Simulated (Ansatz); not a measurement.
**ZnS, point defects**

Start from a 16-atom supercell of ZnS in the zinc blende structure (space group F-43m, No. 216; a = 5.443 Å) at its relaxed geometry.

One neutral defect a cell, atoms relaxed at fixed cell.

Method: PBE (Ansatz, an electronic-structure program), no spin-orbit coupling.

| case | pressure | largest displacement of a host atom from its site in the perfect cell |
|---|---|---|
| perfect supercell | 0.0 GPa | – |
| H interstitial (started 2.22 Å from the nearest host atom) | 0.5 GPa | 0.04 Å |
| Se on a S site | ? | 0.07 Å |
| S vacancy | -1.0 GPa | 0.92 Å |
| H interstitial (started 2.36 Å from the nearest host atom) | 0.6 GPa | 0.01 Å |
| Ge on a Zn site | 3.4 GPa | ? |

Some entries are withheld; estimate them.


- Se on a S site, pressure: 1.4 GPa
- Ge on a Zn site, largest displacement of a host atom from its site in the perfect cell: 0.17 Å

The magnetic state is the one reached from the starting moments; the real material's order can differ, and small cells can't hold many antiferromagnetic ones. The cell is small, so the values are those of an ordered compound at a high defect concentration; dilute-limit values will differ. The mesh was chosen for an insulator and is coarse for the gapless case. Seeded moments were not kept for Se on a S site, S vacancy and Ge on a Zn site.
